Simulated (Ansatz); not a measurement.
Defect calculation: Se on the N site (Se_N) in wurtzite GaN

The numbers are results of PBE, PAW (plane waves to 420 eV; Ansatz, a quantum-chemistry and plane-wave program), not measurements. Cell: 96 sites, 3×2×2; final energies on a 2×2×2 shifted mesh. Site at the start: the N site. Charged cells carry a point-charge image correction with potential alignment at far atoms. Dielectric constants: PBE linear response of the host. Host gap at this level: 1.71 eV. A cell of this size leaves errors of a few tenths of an eV. Levels are measured in PBE's own, too narrow, gap. Spin–orbit coupling is left out. Each state is the lowest found from its start.

Formation energies E_f are given with the Fermi level at the valence-band maximum. Chemical conditions: Ga-rich (Δμ(N) = -0.88 eV, Δμ(Se) = -1.19 eV, bounded by GaSe (P6_3/mmc); only phases computed here count, gases as isolated molecules at 0 K); N-rich (Δμ(N) = 0.00 eV, Δμ(Se) = -0.39 eV, bounded by Ga2Se3 (Cc); only phases computed here count, gases as isolated molecules at 0 K). Reference phases: N: N2 molecule in a box, Se: trigonal Se.

| charge | moment (μB) | largest move off a lattice site (Å) | image correction with alignment (eV) | E_f, Ga-rich (eV) | E_f, N-rich (eV) |
|---|---|---|---|---|---|
| +1 | not spin-polarised | 0.42 | 0.36 | 0.98 | 1.07 |
| 0* | quenched | 0.42 | – | – | – |
| −1* | not spin-polarised | 0.42 | – | – | – |

* At this level the carrier isn't localised at the defect: at charge 0 electrons occupy the conduction band; at charge −1 electrons occupy the conduction band. Such a state is shallow or no state of the defect, and this cell gives it no level.

Starting moments that weren't kept: charge 0 began with 1 μB and ended with 0.0.

Flagged in the runs: a doubtful potential alignment, a host whose relaxation on this sampling wasn't shown to rest, a strain field that reaches the edge of the cell.
